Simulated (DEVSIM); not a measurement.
System: Cr/SiO2/n-Si capacitor, at 300 K.

Layer 1 from the left is SiO2, thickness (nm) 4.90. Layer 2 from the left is Si, thickness (nm) 2300, Nd (cm⁻³) 6.1e16.

Metal gate on the left, work function 4.5 eV. Fixed charge at the semiconductor interface 0 cm⁻² (in units of +e); interface traps 3.6e12 cm⁻² eV⁻¹, uniform in energy, neutral level at 0.7 of the gap above the valence band.

Constants are typed, rounded textbook-type inputs, not results; the design itself was drawn at random and stands for no fabricated device. Values at 300 K.

SiO2: gap (eV) 9, affinity (eV) 0.9, permittivity 3.9. Si: gap (eV) 1.124, affinity (eV) 4.05, permittivity 11.7, Nc (cm⁻³) 2.86e19, Nv (cm⁻³) 3.1e19.

DEVSIM, 1D Poisson equation in equilibrium, Boltzmann statistics, complete ionisation; no quantum confinement or tunnelling. Metal contacts follow the ideal Schottky-Mott rule: no Fermi-level pinning, no interface dipoles.

### Question
What does the simulation give for the minimum of the low-frequency capacitance, the flat-band voltage?

### Answer
minimum of the low-frequency capacitance 0.343 μF/cm²; flat-band voltage 0.44 V.
